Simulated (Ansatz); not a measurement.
Base system: Sr3SbN in the anti-perovskite structure (space group Pm-3m, No. 221; a cell from a computed database, its experimental status unchecked).

```yaml
crystal:
  lattice:
    - [5.13149, 0.00000, 0.00000]
    - [0.00000, 5.13149, 0.00000]
    - [0.00000, 0.00000, 5.13149]
  atoms:
    - { symbol: Sr, position: [0.00000, 0.50000, 0.50000] }
    - { symbol: Sr, position: [0.50000, 0.00000, 0.50000] }
    - { symbol: Sr, position: [0.50000, 0.50000, 0.00000] }
    - { symbol: Sb, position: [0.00000, 0.00000, 0.00000] }
    - { symbol: N, position: [0.50000, 0.50000, 0.50000] }
```

Levels (all Ansatz, a program for electronic structure, PAW): PBEsol (420 eV, without spin-orbit coupling); HSE06 (420 eV, no spin-orbit coupling).

The geometry is relaxed with PBEsol.

```
Quantity           Value
---------------  -------
PBEsol band gap  0.18 eV
```

Question: Predict the band gap from HSE06.

Answer: The band gap rises by 0.74 eV (0.18 eV → 0.92 eV).

Single points use the geometry relaxed with PBEsol. With Sb present, leaving out spin-orbit coupling can change the band edges. Whether these cells are dynamically stable was not tested. The zero or small gap of Sr3SbN can change with the level of theory.
